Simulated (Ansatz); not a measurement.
Given:

```yaml
crystal:
  lattice:
    - [2.63907, 1.52367, 4.67034]
    - [-2.63907, 1.52367, 4.67034]
    - [0.00000, -3.04733, 4.67034]
  atoms:
    - { symbol: Zn, position: [0.28459, 0.28459, 0.28459] }
    - { symbol: Zn, position: [0.78459, 0.78459, 0.78459] }
    - { symbol: Sn, position: [0.00222, 0.00222, 0.00222] }
    - { symbol: Sn, position: [0.50222, 0.50222, 0.50222] }
    - { symbol: O, position: [0.89486, 0.21117, 0.60574] }
    - { symbol: O, position: [0.60574, 0.89486, 0.21117] }
    - { symbol: O, position: [0.21117, 0.60574, 0.89486] }
    - { symbol: O, position: [0.10574, 0.71117, 0.39486] }
    - { symbol: O, position: [0.71117, 0.39486, 0.10574] }
    - { symbol: O, position: [0.39486, 0.10574, 0.71117] }
```

Calculation: PBEsol, rigid bands (plane waves, PAW, scalar-relativistic; Ansatz, a first-principles code). Cell: cell and atoms relaxed with PBEsol.

Question: Predict the electron conductivity mass (n e² τ/σ) at 300 K, by direction if it differs.

Answer: 0.20 (x), 0.20 (y), 0.196 (z) mₑ.

Question: What conductivity effective mass do dilute holes have at 300 K?

Answer: 2.7 (x), 2.7 (y), 6.1 (z) mₑ.

Question: And the band gap?

Answer: 1.25 eV at this level; semilocal functionals usually fall short of the measured gap.

Rigid bands, one relaxation time for all states, no polarons. Spin-orbit coupling is left out; where it splits the top of the valence band it changes the hole mass and lowers the gap by about a third of the splitting.

Computed structure with no diffraction record at hand here (it may be known, metastable or hypothetical): ZnSnO3 (R3c).
